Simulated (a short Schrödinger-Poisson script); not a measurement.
Stack: gated Al0.33Ga0.67As/GaAs δ-doped gas in a quantum well, at 77 K.

```tsv
layer	material	thickness (nm)	Na (cm⁻³)
1	Al0.33Ga0.67As	10	-
2	Al0.33Ga0.67As	20	-
3	GaAs	12	-
4	Al0.33Ga0.67As	4000	5e15
```

Constants are typed, rounded textbook-type inputs, not results; the design itself was drawn at random and stands for no fabricated device. Al0.33Ga0.67As: permittivity 11.96, conduction-band edge (eV) 0.261, gap (eV) 1.836, electron mass (mₑ) 0.0944, Nv at 300 K (cm⁻³) 9e18. GaAs: permittivity 12.9, conduction-band edge (eV) 0, gap (eV) 1.424, Nv at 300 K (cm⁻³) 9e18.

Channel valleys (confinement mass, in-plane density-of-states mass, number): Γ 0.067, 0.067, 1. At the gate the conduction-band edge of layer 1 lies 1.01 eV − eVg above the Fermi level of the channel; the field vanishes at the back. Sheet of ionised δ-doping: +3.3e12 e/cm² at 10 nm from the gate. The barrier under the gate holds no holes. Gaps are held at their typed values at every temperature. Mesh 0.08 nm at interfaces.

Solved with a short Schrödinger-Poisson script written for these runs: 1D Poisson equation in equilibrium, electrons quantum, Hartree (BenDaniel-Duke, 40 states a valley, the channel's in-plane mass for all, wave functions free to enter the barrier), parabolic valleys, classical holes, full ionisation, no traps, pinning or gate leakage.

Q: List the lowest subbands of each valley and their electrons at Vg = 0.5 V.

A: 
```csv
valley,subband,energy from the Fermi level (meV),electrons (cm⁻²),share (%)
Γ,0,0.8,1.18e11,100.0
Γ,1,72.6,3270000,0.0
Γ,2,118.0,< 1e6,0.0
```

All electrons: 1.18e11 cm⁻².
